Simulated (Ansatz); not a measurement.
A relaxation of the atoms of MgPd₅ (R3, 6 atoms in the cell) with Ansatz (a quantum-chemistry and plane-wave program).

Method of the run: LDA (PW92), default PAW files made with PBE (plane waves; Ansatz).

The change in words: one atom moved by 0.15 angstrom; relax: default → atoms; relax.f_tol: default → 0.001 eV/Å. Reference geometry:
```xyz
6
Lattice="2.4150 1.3943 4.5724 -2.4150 1.3943 4.5724 0.0000 -2.7887 4.5724" Properties=species:S:1:pos:R:3 pbc="T T T"
Mg     0.0000     0.0000     0.0000
Pd    -0.8010     1.3873     6.8586
Pd    -0.8010    -1.3873     6.8586
Pd     1.6019     0.0000     6.8586
Pd     0.0000     0.0000     4.5504
Pd     0.0000     0.0000     9.1667
```

Reference input (self-consistent single point, DFT, LDA (PW92), plane waves, default PAW files made with PBE): basis.ecutwfc = 420 eV; kpoints.mp_grid.grid = 8 8 8; hamiltonian.xc = lda; hamiltonian.pseudopotentials = {kind: paw} (the program's default PAW files); scf.occupations.method = gaussian; scf.occupations.width = 0.1 eV. This run's input differs from it in these lines:

```diff
@@ -7,3 +7,3 @@
   atoms:
-    - { symbol: Mg, position: [0.000000, 0.000000, 0.000000] }
+    - { symbol: Mg, position: [0.010935, 0.010935, 0.010935] }
     - { symbol: Pd, position: [0.500000, 0.831655, 0.168345] }
@@ -22,2 +22,4 @@
   occupations: { method: gaussian, width: 0.1 eV }
+relax:
+  f_tol: 0.001
 output:
```

Log, with long lists cut:

```
   [... SCF lines of the steps left out ...]
relax step   1: F+E_penalty+E_count = -36126.19861900 eV  Δ(F+E_penalty+E_count) = +0.000e0 eV  max|allowed force component| = 6.402e-1 eV/Å  Δτ_max = 0.0000 Å  (8 SCF iters, dr2 threshold 1.00e-7 eV, accepted)
relax step   2: F+E_penalty+E_count = -36126.23864523 eV  Δ(F+E_penalty+E_count) = -4.003e-2 eV  max|allowed force component| = 2.316e-1 eV/Å  Δτ_max = 0.0660 Å  (6 SCF iters, dr2 threshold 2.56e-5 eV, accepted)
relax step   3: F+E_penalty+E_count = -36126.24676024 eV  Δ(F+E_penalty+E_count) = -8.115e-3 eV  max|allowed force component| = 5.317e-3 eV/Å  Δτ_max = 0.0571 Å  (6 SCF iters, dr2 threshold 3.35e-6 eV, accepted)
relax step   4: F+E_penalty+E_count = -36126.24676048 eV  Δ(F+E_penalty+E_count) = -2.348e-7 eV  max|allowed force component| = 5.396e-3 eV/Å  Δτ_max = 0.0000 Å  (6 SCF iters, accepted)
relax step   5: F+E_penalty+E_count = -36126.24675065 eV  Δ(F+E_penalty+E_count) = +9.823e-6 eV  max|allowed force component| = 8.246e-3 eV/Å  Δτ_max = 0.0032 Å  (7 SCF iters, rejected (line search))
relax step   6: F+E_penalty+E_count = -36126.24677464 eV  Δ(F+E_penalty+E_count) = -1.416e-5 eV  max|allowed force component| = 5.871e-4 eV/Å  Δτ_max = 0.0016 Å  (6 SCF iters, accepted)
the relaxation is at rest under the 3 symmetry operations that the run kept from its start: a minimum is not shown …
Free energy (F): -36126.246775 eV
Internal energy: -36126.206354 eV  (E = F + TS)
E sigma→0 (E₀):  -36126.226564 eV
Entropy (-TS):   -0.040421 eV (-6.737 meV/atom)
Fermi energy:    16.626752 eV
--- Forces (eV/Å), atoms counted from 1 ---
  atom   1  Mg     0.00000000     0.00000000    -0.00047555
  atom   2  Pd    -0.00044176    -0.00040899    -0.00000426
  atom   3  Pd     0.00057507    -0.00017808    -0.00000426
  atom   4  Pd    -0.00013331     0.00058707    -0.00000426
  atom   5  Pd     0.00000000    -0.00000000     0.00023368
   [... lines left out ...]
    - { symbol: Pd, position: [0.1721216942215429, 0.5018519256128062, 0.8314920800019747] }
    - { symbol: Pd, position: [0.8314920800019747, 0.17212169422154294, 0.5018519256128061] }
    - { symbol: Pd, position: [0.3330693346207449, 0.3330693346207449, 0.3330693346207448] }
    - { symbol: Pd, position: [0.6705612124201858, 0.6705612124201858, 0.6705612124201856] }
```

The run converged.  The full log also holds: “iter 5 did not close the SCF: its close was put off for the readings that it lacked (scf_convergence_deferred on its scf_iter line)”. The full log also holds: “iter 4 did not close the SCF: its close was put off for the readings that it lacked (scf_convergence_deferred on its scf_iter line)”.

Summary of the result:
| Quantity | Value |
|---|---|
| Free energy E − TS (on the zero of these files) | -36126.2468 eV |
| Fermi level (on the code's own zero) | 16.63 eV |
| Pressure | -10.88 GPa |
| Relaxation steps | 6 |

The starting cell comes from a database of computed structures (which also holds hypothetical and non-ambient phases and stackings), without a prior relaxation at this level. Its lattice was rescaled by up to half a per cent. For this run, on top of that: one atom moved by 0.15 angstrom. Spin polarisation is off. The relaxation keeps the symmetry of its start, so its end need not be a minimum. Ansatz's pressure includes its estimate of the finite-basis (Pulay) stress.

Cost on one core of a shared machine: roughly 4 min.

Keys are those of Ansatz 0.2.
